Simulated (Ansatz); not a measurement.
A periodic model of amorphous Ge₁₉Se₃₈Cu₃:

```xyz
60
Lattice="10.9295 0.0201 0.0651 0.0201 12.7571 -0.5613 0.0651 -0.5613 11.5370" Properties=species:S:1:pos:R:3 pbc="T T T"
Ge     4.9828     1.6474     5.8563
Ge     8.4433     6.5966     2.1697
Ge    10.2022     3.6482     3.6337
Ge     8.1972     1.0642     4.3548
Ge     2.5320     3.9551     4.3202
Ge     3.1241     8.0575     3.0715
Ge     4.3930     7.0946    10.8438
Ge     0.7733     1.9522     0.4984
Ge     9.9265     6.6496    10.0193
Ge     3.0336     9.6906     6.7654
Ge     6.2402     9.5656     1.7295
Ge     7.3516     2.6293     1.2564
Ge     5.5077    12.1897     8.4387
Ge     3.6451    11.3179     0.9320
Ge     1.8461    11.8522     8.6894
Ge     8.2505     8.9227     4.9094
Ge     9.7536     1.4384     7.2981
Ge     7.5456     8.1395     8.4649
Ge     1.8942     4.6899    10.5547
Se     3.3100     0.9621     1.5692
Se     7.9195    10.0691     7.0308
Se     5.3188     7.3921     8.5032
Se     0.6527     5.4187     4.9807
Se     5.7709    10.8812    -0.1948
Se     6.0830     7.2391     1.2511
Se     3.4274     0.8381     9.2167
Se     3.2307     7.6807     5.5937
Se     3.3562     4.6112     2.1948
Se     7.6331     2.4401    10.4550
Se     1.2207     1.8597     4.4424
Se     7.2445     4.4241     2.8468
Se     8.8341     8.7484    10.4412
Se     5.9266     0.9350     3.7518
Se     4.3634    10.3548     3.0974
Se     7.0905     6.8875     4.9448
Se     8.6559     3.0933     5.6359
Se     1.3203     6.6880     9.3729
Se    10.5873     8.4482     5.1948
Se     6.4981     1.3715     7.6625
Se     8.6421     5.9658     8.0748
Se     8.2267    10.2329     2.8464
Se     4.9156    11.1785     6.0895
Se     9.4862     5.4903     0.0650
Se     3.2260    -0.0039     5.8662
Se     3.1425     9.8425     9.1708
Se     1.0419     5.3252     1.3949
Se     0.9736    10.9337     6.6012
Se     1.1234     2.2509     6.8760
Se     4.2795     3.9424     5.9512
Se     9.6034    12.3613     5.0185
Se     0.7644     2.6868     9.8293
Se    10.8402    12.2257    10.1840
Se     5.3471     1.7916     0.1761
Se     9.0351     1.0390     2.0535
Se     1.7377     9.9303     0.3868
Se     0.8800     9.3800     2.6155
Se     4.2239     4.5793    10.4451
Cu     9.4874     1.1841     9.6973
Cu     9.3352     6.4921     5.8875
Cu     0.3710     7.0421     3.1904
```

These are PBE-D3(BJ), scalar-relativistic without spin-orbit coupling, PAW (Ansatz default set, large-core Se) (plane waves to 420 eV; Ansatz, an electronic-structure program) values and carry that method's errors.

The cell was made by melting and quenching with the CHGNet potential and then relaxed with DFT. The hot cell started wider than the set density and was brought back towards it in steps. It is the lowest in DFT energy of 3 quenches. It is a model cell: composition and starting density were chosen by hand, and all elements were melted together. The geometry includes D3(BJ) dispersion. Its density started from a set value of 4.33 and ended at 4.73 g/cm³. The quench (nominally 89 K/ps over its main leg) was far faster than any real one, so the model tends to hold more defects than a real film. Values belong to this one cell and scatter from quench to quench. Volume and shape were free in the relaxation.

Neighbours within Ge-Ge 2.85 Å, Ge-Se 2.84 Å, Ge-Cu 3.02 Å, Se-Se 2.76 Å, Se-Cu 3.02 Å, Cu-Cu 3.17 Å count as bonded.

Task: Give the coordination numbers, mean bond lengths and angles.

Result: 
```yaml
Mean coordination of Ge: 3.74 (1 with 2, 4 with 3, 13 with 4, 1 with 5)
Mean coordination of Se: 2.34 (26 with 2, 11 with 3, 1 with 4)
Mean coordination of Cu: 4.67 (1 with 4, 2 with 5)
Mean Ge-Se bond: 2.464 Å (spread 0.094 Å, 68 counted)
Mean Se-Cu bond: 2.480 Å (spread 0.101 Å, 11 counted)
Mean Se-Se bond: 2.499 Å (spread 0.067 Å, 5 counted)
Mean Ge-Cu bond: 2.733 Å (spread 0.220 Å, 3 counted)
Bond angle at Ge: mean 105.2°, spread 15.2°
Bond angle at Se: mean 98.3°, spread 18.5°
Bond angle at Cu: mean 102.1°, spread 27.8°
```

Task: List the pairs of like atoms that count as bonded by the rules above.

Result: Se20-Se53 (2.60 Å), Se28-Se46 (2.55 Å), Se30-Se48 (2.47 Å), Se42-Se44 (2.43 Å), Se55-Se56 (2.45 Å).
